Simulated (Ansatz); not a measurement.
## Pressure series in CoSi2

The reference is CoSi2 (space group Fm-3m, No. 225; a = 5.360 Å; non-magnetic).

Cell and atoms are relaxed at each pressure.

Calculations: Kohn–Sham DFT with the PBE functional, run in Ansatz (a first-principles code) with PAW and 420 eV plane waves, without spin-orbit coupling, earlier PAW set.

Notes on the quantities. enthalpy: H = E + PV relative to the base's energy.

```csv
change,volume per atom,enthalpy
base,12.84 Å³,–
pressure −2 GPa,12.98 Å³,-0.16 eV/atom
pressure −1 GPa,12.91 Å³,-0.08 eV/atom
pressure 0.3 GPa,12.81 Å³,+0.02 eV/atom
pressure 0.7 GPa,12.79 Å³,+0.06 eV/atom
pressure 1.5 GPa,12.73 Å³,+0.12 eV/atom
pressure 3 GPa,12.63 Å³,+0.24 eV/atom
pressure 5 GPa,12.50 Å³,+0.40 eV/atom
pressure 7.5 GPa,12.35 Å³,+0.59 eV/atom
pressure 10 GPa,12.21 Å³,+0.78 eV/atom
```

Load acts through the strain it causes; cell and atoms are relaxed under it. No phonon test of stability was made. No other phases were tried under pressure. Seeded moments were not kept for the base. The final runs are not spin-polarised. An odd electron count without spin: CoSi2.
